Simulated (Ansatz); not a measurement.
Structures of equal composition on the (000-1) surface of 4H silicon carbide (C plane on top): (√3x√3)R30° Bi adatom at H3; (√3x√3)R30° Bi adatom at T4. The slabs share one bottom face, and each structure is named by its start. These are constructed structures in small cells; real faces may alloy, dewet or reconstruct in larger ones, and not all known structures of the face are among them. Slabs of about 11 Å with all that they carry, Fermi-Dirac smearing of 0.025 eV. Bottom of the slabs: H caps. Relaxed from the named starts with such symmetry as they have, on meshes of like density; energies extrapolated to zero smearing; no spin-orbit coupling, no U. Spin-polarised runs, if any, are marked in brackets, and their order is one that fits the cell; the others ran without spin. Where a second, spin-polarised start was run, the lower counts.

Host crystal: 4H silicon carbide, with a band gap (PBE, scalar-relativistic without spin-orbit coupling).

Calculation: HSE06, at the PBE geometry (plane waves to 420 eV, PAW; Ansatz, a first-principles code).

Put the candidates in order of energy per 1x1 cell, lowest first, for HSE06, at the PBE geometry.

(√3x√3)R30° Bi adatom at T4 (0.000 eV), (√3x√3)R30° Bi adatom at H3 (0.055 eV)
